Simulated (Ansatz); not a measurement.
System: SiO2 (Cmcm, No. 63, 36 atoms in the cell; start mp-560826; a measured phase of this formula has another space group). Method: LDA (Ansatz, a first-principles code, plane waves, PAW).

Numerical settings: plane-wave cutoff 520 eV, 4×4×6 k mesh (along the axes of the cell as run), Fermi–Dirac smearing 0.01 eV, scalar-relativistic PAW data made under PBE.

Cell (relaxed at this level):

```xyz
36
Lattice="6.9929 -8.8655 0.0000 6.9929 8.8655 0.0000 0.0000 0.0000 5.2184" Properties=species:S:1:pos:R:3 pbc="T T T"
Si     4.1339     0.8561     3.9138
Si     9.8519    -0.8561     1.3046
Si     4.1339    -0.8561     1.3046
Si     9.8519     0.8561     3.9138
Si     4.1085    -5.1274     3.9138
Si     9.8773     5.1274     1.3046
Si     4.1085     5.1274     1.3046
Si     9.8773    -5.1274     3.9138
Si     6.9929    -4.0215     3.9138
Si     6.9929     4.0215     1.3046
Si     6.9929     2.1633     3.9138
Si     6.9929    -2.1633     1.3046
O     10.2061     0.0000     0.0000
O      3.7797     0.0000     0.0000
O      3.7797     0.0000     2.6092
O     10.2061     0.0000     2.6092
O      6.9929     3.0902     2.6084
O      6.9929    -3.0902     2.6100
O      6.9929    -3.0902     5.2176
O      6.9929     3.0902     0.0008
O      5.6995    -1.2188     1.3046
O      8.2863     1.2188     3.9138
O      5.6995     1.2188     3.9138
O      8.2863    -1.2188     1.3046
O     10.7534     2.1786     3.9138
O      3.2324    -2.1786     1.3046
O     10.7534    -2.1786     1.3046
O      3.2324     2.1786     3.9138
O      8.2825     4.9706     1.3046
O      5.7033    -4.9706     3.9138
O      8.2825    -4.9706     3.9138
O      5.7033     4.9706     1.3046
O      3.4965     4.4327     2.6092
O      3.4965     4.4327     0.0000
O      3.4965    -4.4327     2.6092
O      3.4965    -4.4327     0.0000
```

### Question
Estimate the band gap that the calculation returns.

### Answer

band gap: 5.42 eV (on the SCF k mesh)

Note: the relaxation could not lower the start's symmetry, so the cell can be a saddle point above a distorted one.

Static lattice: no zero-point or thermal effects.

A start named mp-… is a Materials Project structure, which need not be a measured phase.
